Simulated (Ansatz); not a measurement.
Results of PBEsol-D3(BJ) (Ansatz, a first-principles code, PAW) for rock-salt TbN.

Numerical settings: plane-wave cutoff 520 eV, 20×20×20 k mesh, Fermi–Dirac smearing 0.05 eV, spin-polarised with parallel moments, scalar-relativistic PAW data made under PBE.

Cell (relaxed at this level):

```
TbN
1.0
    0.00000     2.38790     2.38790
    2.38790     0.00000     2.38790
    2.38790     2.38790     0.00000
Tb N
1 1
Direct
  0.00000   0.00000   0.00000
  0.50000   0.50000   0.50000
```
Starting moments (μB, in the order of the record's atoms Tb N): 6.0 0.0.

Estimate the bulk modulus and pressure derivative B′ of the bulk modulus that the calculation returns.


- bulk modulus = 174 GPa
- pressure derivative B′ of the bulk modulus = 4.5

The run finds no gap.

Note: the magnetic order was assumed, not searched for or taken from measurement; the 4f shell is treated without U or exact exchange, so its levels and filling can be wrong; the volume lies 9 % below that of the published cell.

Spin–orbit coupling is not included; it can open a gap where bands touch, and shift volumes and moduli.

Static lattice: no zero-point or thermal effects.
